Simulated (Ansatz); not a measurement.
**NbN, alloy series**

Start from NbN in the rock salt structure (space group Fm-3m, No. 225; a = 4.380 Å).

The other end (x = 1) is VN in the rock salt structure (space group Fm-3m, No. 225): 8.45 Å³/atom, gap zero.

V replaces a fraction x of Nb; each row is one arrangement (x, atoms in the cell, starting space group or random), fully relaxed.

Calculations: PBEsol (Ansatz, a program for electronic structure, PAW, no spin-orbit coupling), earlier PAW set.

Notes on the quantities. mixing energy: to 0.01 eV only: unlike meshes or grids.

```
case                           shortest interatomic distance  mixing energy
-----------------------------  -----------------------------  -------------
base                                                 2.190 Å              –
x(V) = 0.25, 8 atoms, Pm-3m                          2.162 Å  +0.03 eV/atom
x(V) = 0.5, 8 atoms, Pmmn                                [?]  +0.02 eV/atom
x(V) = 0.667, 6 atoms, I4/mmm                            [?]  +0.04 eV/atom
x(V) = 0.75, 8 atoms, I4/mmm                             [?]  +0.03 eV/atom
x(V) = 0.75, 8 atoms, Pm-3m                              [?]  +0.04 eV/atom
```

Task: What belongs in the blanks?

Result: 
- x(V) = 0.5, 8 atoms, Pmmn, shortest interatomic distance: 2.071 Å
- x(V) = 0.667, 6 atoms, I4/mmm, shortest interatomic distance: 1.969 Å
- x(V) = 0.75, 8 atoms, I4/mmm, shortest interatomic distance: 2.018 Å
- x(V) = 0.75, 8 atoms, Pm-3m, shortest interatomic distance: 2.085 Å

The magnetic state is the one reached from the starting moments; the real material's order can differ, and small cells can't hold many antiferromagnetic ones. These are small ordered cells, not random alloys; other orderings at the same x differ. Whether these cells are dynamically stable was not tested. Seeded moments were not kept for Nb → V, x(V) = 0.5, 8 atoms, Pmmn, x(V) = 0.667, 6 atoms, I4/mmm and x(V) = 0.75, 8 atoms, I4/mmm and more. Spin-polarised in the final run: Nb3VN4; the other runs are not.
